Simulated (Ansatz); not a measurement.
The parent structure is Rh in the fcc (Cu type) structure (space group Fm-3m, No. 225; relaxed with 0.1 eV smearing).

```
Rh
1.0
    0.00000     1.89079     1.89079
    1.89079     0.00000     1.89079
    1.89079     1.89079     0.00000
Rh
1
Direct
  0.00000   0.00000   0.00000
```

Cartesian axes are those of the cell as printed.

All numbers come from PBEsol (Ansatz, an electronic-structure program, PAW, scalar-relativistic without spin-orbit coupling).

The change: tensile biaxial strain of 0.42 % in the plane normal to [111], as in epitaxy on a mismatched substrate; the out-of-plane cell vector and the atoms relax.

Q: Predict the new energy relative to the base.

A: The energy increases by 0.9 meV/atom.

Q: Estimate the effect on the in-plane stress.

A: The mean in-plane stress (compression positive) is -2.6 GPa.

Q: Estimate the effect on the out-of-plane strain.

A: The out-of-plane strain amounts to -0.23 %.

No phonon test of stability was made. The final runs are not spin-polarised.
